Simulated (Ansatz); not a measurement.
HfS2, response to strain

Take HfS$_{2}$ in the CdI2 type structure (space group P-3m1, No. 164; a = 3.547 Å, c = 5.577 Å; layered, stacked along the Cartesian z axis) as the base.

Strains are applied to the cell and any free atomic positions relax.

All numbers come from Kohn–Sham DFT with the PBEsol-D3(BJ) functional, run in Ansatz (an electronic-structure program) with PAW and 420 eV plane waves, spin-orbit coupling left out.

Notes on the quantities. energy relative to the base: free energy F.

```tsv
isotropic strain (%)	energy relative to the base (meV/atom)
-3	29.8
-2.5	?
-2	12.8
-1.5	7.1
0	0.0
0.5	0.7
1	2.9
1.5	6.4
2.5	17.1
```

Fit ΔE = Aε² + Bε³ (ε in %) to the rows shown and predict the withheld row.

Least squares on the printed values gives A = 3.00 and B = -0.10 meV/atom (largest residual 0.0 meV/atom); this predicts 20.4 meV/atom, and the run gives 20.4 meV/atom, in agreement.

A case with no gap was solved on a k-mesh chosen for an insulator, which is coarse for it. Stability against distortions was not tested. The final runs are not spin-polarised.
